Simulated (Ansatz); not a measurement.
The starting structures come from a database of crystals and need not be the phases stable at ambient conditions.

 Where the default PAW files enter, the runs use the earlier of Ansatz's two default sets.

Evanescent states of Cs₂KYF₆ (Fm-3m, not sure to be the ambient phase, 10 atoms a cell, 22.3 Å³ an atom, -2 GPa at this level) along the normal of (001)

These are r2SCAN (plane waves, PAW; Ansatz, a program for electronic structure) values and carry that method's errors.

The gap is the functional's own, uncorrected, and κ follows it; spin-orbit coupling is left out. Mid-gap values are interpolated between the computed energies.

Energies count from the valence-band top; κ is the least over a 6×6 mesh across the current.

| E (eV) | κ (1/Å) | where |
|---|---|---|
| 0.17 | 0.244 | Γ |
| 0.49 | 0.328 | Γ |
| 0.82 | 0.379 | Γ |
| 1.16 | 0.416 | Γ |
| 1.49 | 0.444 | Γ |
| 1.81 | 0.466 | Γ |
| 2.15 | 0.482 | Γ |
| 2.48 | 0.494 | Γ |
| 2.81 | 0.502 | Γ |
| 3.13 | 0.506 | Γ |
| 3.46 | 0.506 | Γ |
| 3.79 | 0.501 | Γ |
| 4.12 | 0.493 | Γ |
| 4.46 | 0.480 | Γ |
| 4.79 | 0.463 | Γ |
| 5.12 | 0.442 | Γ |
| 5.45 | 0.416 | Γ |
| 5.78 | 0.385 | Γ |
| 6.11 | 0.347 | Γ |
| 6.43 | 0.300 | Γ |
| 6.76 | 0.238 | Γ |
| 7.09 | 0.138 | Γ |

Problem. How thick must the barrier be to attenuate the transmission by 10^4 when the electrodes' Fermi level lies at 4.12 eV, and what attenuation does that film give at 3.46 eV?

Solution. d = 4 ln 10 / (2 × 0.493) = 9.3 Å. At 3.46 eV it gives 4 × 0.506/0.493 = 4.1 decades.
